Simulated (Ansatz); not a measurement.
The reference is Ge in the diamond structure (space group Fd-3m, No. 227; a = 5.675 Å).

The values are results of Ansatz (an electronic-structure program) r2SCAN, no spin-orbit coupling, not measurements.

Carriers are added at fixed cell with a uniform background; the Fermi–Dirac width is that of 300 K.

One change was made to it. Results:

| quantity | base | after |
|---|---|---|
| Fermi level relative to the doped band's edge (positive inside the band; to 0.05 eV) | – | +0.50 eV |
| gap character | direct at Γ | direct at Γ |

Task: What was done to the base?
(A) electrons 1.0×10^22 cm⁻³
(B) holes 1.5×10^21 cm⁻³
(C) holes 1.0×10^22 cm⁻³

Result: B, holes 1.5×10^21 cm⁻³. For comparison, the Fermi level from band edge in the other runs: holes 1.0×10^22 cm⁻³ gives +1.35 eV; electrons 1.0×10^22 cm⁻³ gives +1.10 eV.

Charged cell with a jellium background: band edges are those of the host's band count, energies are not comparable with the neutral cell, and many-body gap narrowing is missing. Stability against distortions was not tested. The real Ge has an indirect gap at ambient pressure; r2SCAN orders its close-lying valleys differently.
